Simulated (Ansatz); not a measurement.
C axis length of Y2Si (model structure, started from the Fe2P type, P-62m, No. 189, 9 atoms in the cell) at several levels of theory

No measured value is used here.

```json
[
 {"level (code)": "PBE (Ansatz)", "value (Å)": "…"},
 {"level (code)": "PBEsol (Ansatz)", "value (Å)": "4.162"},
 {"level (code)": "PBE-D3(BJ) (Ansatz)", "value (Å)": "4.160"}
]
```

What belongs in the gaps?


- PBE (Ansatz, an electronic-structure program), value (Å): 4.229

Ansatz's density-functional and Hartree–Fock values are scalar-relativistic unless marked +SOC, with PAW data made under PBE.

A model structure was made by putting elements into a prototype or built by hand; it is no filed structure, need not be a known phase, and can be a saddle point held by its symmetry.
